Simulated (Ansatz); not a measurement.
## ScAl in the CsCl type structure (space group Pm-3m, No. 221; a cell from a computed database, its experimental status unchecked)

```cif
data_AlSc
_chemical_formula_sum 'Sc1 Al1'
_space_group_name_H-M_alt 'Pm-3m'
_space_group_IT_number 221
_space_group_name_Hall '-P 4 2 3'
_cell_length_a 3.34475
_cell_length_b 3.34475
_cell_length_c 3.34475
_cell_angle_alpha 90.000
_cell_angle_beta 90.000
_cell_angle_gamma 90.000
loop_
_atom_site_label
_atom_site_type_symbol
_atom_site_symmetry_multiplicity
_atom_site_Wyckoff_symbol
_atom_site_fract_x
_atom_site_fract_y
_atom_site_fract_z
_atom_site_occupancy
Sc1 Sc 1 b 0.50000 0.50000 0.50000 1
Al1 Al 1 a 0.00000 0.00000 0.00000 1
```

Level of theory: PBEsol in Ansatz (plane waves to 420 eV, PAW, scalar-relativistic without spin-orbit coupling). Γ-centred 14×14×14 mesh, Fermi–Dirac width 0.05 eV.

The volume per atom is 18.71 Å³, the density is 3.19 g/cm³ and the band gap is zero. The total energy comes out as -1318.425 eV/atom (σ→0; compares only within this code and set-up).

Stability against distortions was not tested. The final runs are not spin-polarised.

Ansatz is a program for electronic structure.
